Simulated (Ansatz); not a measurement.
Take GaSb in the zinc blende structure (space group F-43m, No. 216; a = 6.132 Å) as the base.

Computed with plane-wave PAW DFT at the r2SCAN level (Ansatz, a program for electronic structure, 500 eV), no SOC.

Carriers are added at fixed cell with a uniform background; the Fermi–Dirac width is that of 300 K.

One change was made to it. Results:

| quantity | base | after |
|---|---|---|
| gap character | direct at Γ | direct at Γ |
| Fermi level relative to the doped band's edge (positive inside the band; to 0.05 eV) | – | +0.95 eV |

Problem. Which of these changes matches the shifts?
A) electrons 1.0×10^22 cm⁻³
B) holes 1.0×10^22 cm⁻³
C) electrons 3.0×10^21 cm⁻³
D) electrons 1.0×10^21 cm⁻³

Solution. C, electrons 3.0×10^21 cm⁻³. For comparison, the Fermi level from band edge in the other runs: electrons 1.0×10^22 cm⁻³ gives +1.25 eV; holes 1.0×10^22 cm⁻³ gives +1.15 eV; electrons 1.0×10^21 cm⁻³ gives +0.70 eV.

Charged cell with a jellium background: band edges are those of the host's band count, energies are not comparable with the neutral cell, and many-body gap narrowing is missing. With Sb present, leaving out spin-orbit coupling can change the band edges. No phonon test of stability was made.
